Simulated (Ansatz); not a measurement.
Functionals compared on a constructed model of the (111) surface of fcc Cu, a pseudomorphic layer of Sn in the host's stacking (bottom of the slab: a bare face, its two planes held), in Ansatz (plane waves, PAW). The structure was relaxed with PBE; the other rows are single points on it. Cutoff 420 eV (500 eV for r2SCAN).

Slab: 7 atoms, 12.9 Å thick at the start with caps and adatoms (thin: gaps and levels are the slab's own); k 17x17x1, smearing 0.1 eV, dipole-corrected; 2 atoms held, the rest relaxed; start symmetry kept, larger cells not searched; no spin, no spin-orbit, no U. It is one candidate, not shown to be the stable structure of the face. These notes are the PBE run's.

```csv
functional,work function of the top face (eV),rough cost of the single point
PBE,3.39,–
RPBE,?,about 24 core-seconds (a rough figure)
r2SCAN,3.44,about 50 core-seconds (a rough figure)
```

Question: Complete the blanks.

Answer: 
- RPBE, work function of the top face (eV): 3.26

Ansatz is a quantum-chemistry and plane-wave program.
